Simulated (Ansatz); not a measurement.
Base system: BAs in the zinc blende structure (space group F-43m, No. 216; a = 4.768 Å). Axes: x, y, z lie along the cube axes.

Level of theory: Ansatz (a quantum-chemistry and plane-wave program), PBEsol, PAW, cutoff 420 eV, no spin-orbit coupling.

Strains are applied to the cell and any free atomic positions relax; under biaxial strain the out-of-plane vector relaxes too; under stress the whole cell relaxes.

One change was made to it. Results:

```csv
quantity,base,after
energy relative to the base (free energy F),0 meV/atom,+4.2 meV/atom
band gap,1.08 eV,0.92 eV
volume per atom,13.55 Å³,13.71 Å³
```

### Question
Which change produced these results?
A) biaxial strain −1.32 %, plane normal [111], relaxed out of plane
B) tensor shear ε_yz = −3.68 %
C) uniaxial stress, 5 GPa tension along z

### Answer
C, uniaxial stress, 5 GPa tension along z. For comparison, the band gap in the other runs: tensor shear ε_yz = −3.68 % gives 0.23 eV; biaxial strain −1.32 %, plane normal [111], relaxed out of plane gives 0.99 eV.

Gaps are Kohn–Sham eigenvalue differences; semilocal functionals usually give less than the measured gap. Beyond what the load breaks, stability against distortions was not tested. A zero or small gap of BAs under tensor shear ε_yz = −3.68 % can be the functional's error rather than a property of the material.
